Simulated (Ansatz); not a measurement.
Consider ZrO₂ in the fluorite structure (space group Fm-3m, No. 225; a = 5.0893 Å). Axes: x, y, z lie along the cube axes.

The values are results of plane-wave PAW DFT at the r2SCAN level (Ansatz, a quantum-chemistry and plane-wave program, 500 eV), spin-orbit coupling left out, not measurements.

Strains are applied to the cell and any free atomic positions relax; under biaxial strain the out-of-plane vector relaxes too.

One change was made to it. Results:

The band gap increases by 0.39 eV (3.89 eV → 4.28 eV); the gap character is still indirect, X → Γ; the energy grows by 168 meV/atom; the pressure goes from zero to 443.8 kbar; the electron mass (degenerate bands, along [100]) becomes 0.43, 1.8 mₑ (at Γ) (base: 0.53, 2.1 mₑ (at Γ)).

**Question.** What was done to the base?
A) biaxial strain +0.73 %, plane normal [001], relaxed out of plane
B) biaxial strain −1.22 %, plane normal [001], relaxed out of plane
C) isotropic strain −4.29 %

**Answer.** C, isotropic strain −4.29 %. For comparison, the band gap in the other runs: biaxial strain +0.73 %, plane normal [001], relaxed out of plane gives 3.73 eV; biaxial strain −1.22 %, plane normal [001], relaxed out of plane gives 3.79 eV.

Effective masses come from finite differences of ±0.01 Å⁻¹. Stability against distortions was not tested. This is not the structure that ZrO2 has at room temperature and ambient pressure. k-point labels follow each cell's own Brillouin zone.
